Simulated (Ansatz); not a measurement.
Consider CdSe in the wurtzite structure (space group P6_3mc, No. 186; a = 4.302 Å, c = 7.021 Å). Axes: x lies along a and z along c of the hexagonal cell.

The values are results of DFT with PBEsol, PAW potentials and a 420 eV plane-wave cutoff in Ansatz (a quantum-chemistry and plane-wave program), no spin-orbit coupling, not measurements.

Strains are applied to the cell and any free atomic positions relax.

One change was made to it. Results:

The gap character remains direct at Γ; the band gap shrinks by 0.04 eV, from 0.54 eV to 0.50 eV; the valence-band top at Γ (three highest levels, from the VBM) goes from 0.00, 0.00, -0.05 eV to 0.00, -0.06, -0.15 eV.

**Question.** Which of these changes matches the shifts?
(A) isotropic strain −4.45 %
(B) strain tensor (xx, yy, zz, yz, xz, xy) = (+0.06, −1.68, +0.42, +0.75, +0.33, +0.15) %
(C) isotropic strain −2.84 %
(D) strain tensor (xx, yy, zz, yz, xz, xy) = (+1.32, −0.71, +0.32, −0.17, +1.52, −2.05) %

**Answer.** B, strain tensor (xx, yy, zz, yz, xz, xy) = (+0.06, −1.68, +0.42, +0.75, +0.33, +0.15) %. For comparison, the band gap in the other runs: isotropic strain −2.84 % gives 0.72 eV; strain tensor (xx, yy, zz, yz, xz, xy) = (+1.32, −0.71, +0.32, −0.17, +1.52, −2.05) % gives 0.42 eV; isotropic strain −4.45 % gives 0.82 eV.

Stability against distortions was not tested. Labels are those of the standard path for the cell's own space group.
